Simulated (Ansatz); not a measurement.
The parent structure is LuCuSe$_{2}$ (space group R-3m, No. 166; a = 3.995 Å, c = 18.405 Å (hexagonal axes); a hypothetical phase, not in the database extracts checked). Axes: x lies along a and z along c of the hexagonal cell.

The values are results of Kohn–Sham DFT with the PBE functional, run in Ansatz (a program for electronic structure) with PAW and 420 eV plane waves, scalar-relativistic without spin-orbit coupling, not measurements.

One thing is altered: an isotropic linear strain of +1.06 %; the atoms relax in the strained cell.

Problem. Predict the stress tensor and what it implies for the stiffness.

Solution. Stress of the strained cell less that of the base (GPa, compression positive):
```
  -2.07    0.00    0.00
   0.00   -2.07    0.00
   0.00    0.00   -1.84
```

Then B = −ΔP/(ΔV/V₀) with ΔV/V₀ = 0.0321 gives secant stiffness values (nonlinear terms included at this strain): B (at held cell shape, above the free-shape value) ≈ 62 GPa.

As a check, the harmonic strain energy −½ V₀ Δσ:ε is 4.2 meV/atom; the computed energy rise is 4.4 meV/atom.

Stability against distortions was not tested. The final runs are not spin-polarised.
